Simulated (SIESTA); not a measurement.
A self-consistent single point of Mg3Zn (Pm-3m, 4 atoms in the cell) with SIESTA.

Level of theory: SIESTA 5.4.2 with LDA PW92, numerical atomic orbitals DZP, PseudoDojo LDA standard norm-conserving potentials (rewritten from UPF to PSML).

The change in words: lattice scaled by 0.98. Reference geometry:
```
CELL_PARAMETERS angstrom
      4.27552     0.00000     0.00000
      0.00000     4.27552     0.00000
      0.00000     0.00000     4.27552
ATOMIC_POSITIONS crystal
  Mg 0.50000 0.50000 0.00000
  Mg 0.00000 0.50000 0.50000
  Mg 0.50000 0.00000 0.50000
  Zn 0.00000 0.00000 0.00000
```

Reference input (self-consistent single point, DFT, LDA PW92, numerical atomic orbitals DZP, PseudoDojo LDA standard norm-conserving potentials (rewritten from UPF to PSML)): XC.functional = LDA; XC.authors = PW92; potentials = PseudoDojo LDA standard; PAO.BasisSize = DZP; PAO.EnergyShift = 0.005 Ry; MeshCutoff = 400 Ry; kgrid.MonkhorstPack = 6 6 6; OccupationFunction = FD; ElectronicTemperature = 50 meV; MaxSCFIterations = 150; SCF.Mixer.Method = Pulay; SCF.Mixer.Weight = 0.1. This run's input differs from it in these lines:

```diff
@@ -12,5 +12,5 @@
 %block LatticeVectors
-     4.275520000    0.000000000    0.000000000
-     0.000000000    4.275520000    0.000000000
-     0.000000000    0.000000000    4.275520000
+     4.190010000    0.000000000    0.000000000
+     0.000000000    4.190010000    0.000000000
+     0.000000000    0.000000000    4.190010000
 %endblock LatticeVectors
@@ -18,5 +18,5 @@
 %block AtomicCoordinatesAndAtomicSpecies
-     4.039780920    4.039780920    0.000000000  1
-     0.000000000    4.039780920    4.039780920  1
-     4.039780920    0.000000000    4.039780920  1
+     3.958985680    3.958985680    0.000000000  1
+     0.000000000    3.958985680    3.958985680  1
+     3.958985680    0.000000000    3.958985680  1
      0.000000000    0.000000000    0.000000000  2
```

Output, abridged:

```
        iscf     Eharris(eV)        E_KS(eV)     FreeEng(eV)     dDmax    Ef(eV) dHmax(eV)
   scf:    1   -10412.146941   -10489.113875   -10489.124519  3.243188 -2.006765 43.984314
   scf:    2   -10533.981898   -10516.776896   -10516.793731  2.127043 -2.656011 16.966426
   scf:    3   -10521.824485   -10519.648088   -10519.666969  0.525719 -2.812215  8.316442
   scf:    4   -10517.161366   -10519.430941   -10519.446816  0.585234 -3.080092  9.769768
   scf:    5   -10520.431501   -10519.959008   -10519.976171  0.084814 -3.080550  6.832353
   [... 4 lines left out ...]
   scf:   10   -10520.451002   -10520.450959   -10520.472121  0.005717 -3.021657  0.000353
   scf:   11   -10520.450962   -10520.450961   -10520.472121  0.000103 -3.021686  0.003485
   scf:   12   -10520.450958   -10520.450959   -10520.472121  0.000138 -3.021663  0.000040
   scf:   13   -10520.450959   -10520.450959   -10520.472121  0.000001 -3.021663  0.000012
SCF Convergence by DM+H criterion
max |DM_out - DM_in|         :     0.0000009483
max |H_out - H_in|      (eV) :     0.0000120849
SCF cycle converged after 13 iterations

Using DM_out to compute the final energy and forces

siesta: E_KS(eV) =           -10520.4510

siesta: E_KS - E_eggbox =    -10520.4510

siesta: Atomic forces (eV/Ang):
     1   -0.000000   -0.000000    0.000000
     2    0.000000   -0.000000   -0.000000
     3   -0.000000    0.000000   -0.000000
     4   -0.000000   -0.000000   -0.000000
   Tot   -0.000000   -0.000000   -0.000000
   Max    0.000000
   Res    0.000000    sqrt( Sum f_i^2 / 3N )
   Max    0.000000    constrained

Stress tensor Voigt[x,y,z,yz,xz,xy] (kbar):      -20.42      -20.42      -20.42       -0.00       -0.00       -0.00
(Free)E + p*V (eV/cell)   -10519.5345
   [... lines left out ...]
siesta: FreeEng =    -10520.472121
   [... lines left out ...]
siesta:    -0.012746   -0.000000   -0.000000
siesta:    -0.000000   -0.012746   -0.000000
siesta:    -0.000000   -0.000000   -0.012746

siesta: Cell volume =         73.560586 Ang**3

siesta: Pressure (static):
siesta:                Solid            Molecule  Units
siesta:           0.00013882          0.00013882  Ry/Bohr**3
siesta:           0.01274567          0.01274567  eV/Ang**3
siesta:          20.42080957         20.42081160  kBar
```

The run converged in 13 iterations. Against the reference run the free energy goes up by 6.2 meV/atom and the pressure goes from -0.24 to 2.04 GPa.

The starting cell comes from a database of computed structures (which also holds hypothetical and non-ambient phases and stackings), without a prior relaxation at this level. For this run, on top of that: lattice scaled by 0.98. Values carry the incompleteness of an atom-centred basis.
